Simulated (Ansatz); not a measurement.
**How the equilibrium volume per atom of PtSe₂ (model structure, from the 3R-MoS2 type, R3m, No. 160) moves with the method**

No measured value is used here.

```tsv
level (code)	value (Å³/atom)
PBE (Ansatz)	21.85
PBEsol (Ansatz)	?
PBE-D3(BJ) (Ansatz)	19.98
```

Problem. Fill in the missing entries.

Solution. 
- PBEsol (Ansatz, a first-principles code), value (Å³/atom): 20.08

Density-functional levels without +SOC have no spin–orbit coupling. Ansatz's density-functional and Hartree–Fock values are scalar-relativistic unless marked +SOC, with PAW data made under PBE.

A model structure was made by putting elements into a prototype or built by hand; it is no filed structure, need not be a known phase, and can be a saddle point held by its symmetry.
